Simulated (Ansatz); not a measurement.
Base system: BN (space group P6_3/mmc, No. 194; a = 2.500 Å, c = 6.412 Å; layered, stacked along the Cartesian z axis). Axes: x lies along a and z along c of the hexagonal cell.

All numbers come from Ansatz (an electronic-structure program) PBEsol-D3(BJ), spin-orbit coupling left out.

For the base:

The gap character is indirect, k = (0.267, 1/3, 0) in the run's primitive reciprocal basis → M.

Perturbation: uniaxial strain ε_zz = −0.60 %, all other strain components held at zero; the atoms relax in the strained cell.

### Question
How does this affect the gap character and stress?

### Answer
The gap character stays indirect, k = (0.267, 1/3, 0) in the run's primitive reciprocal basis → M; the stress (xx, yy, zz, yz, xz, xy; compression positive) comes out as (0.00, 0.00, 0.20, 0.00, 0.00, 0.00) GPa.

No phonon test of stability was made.
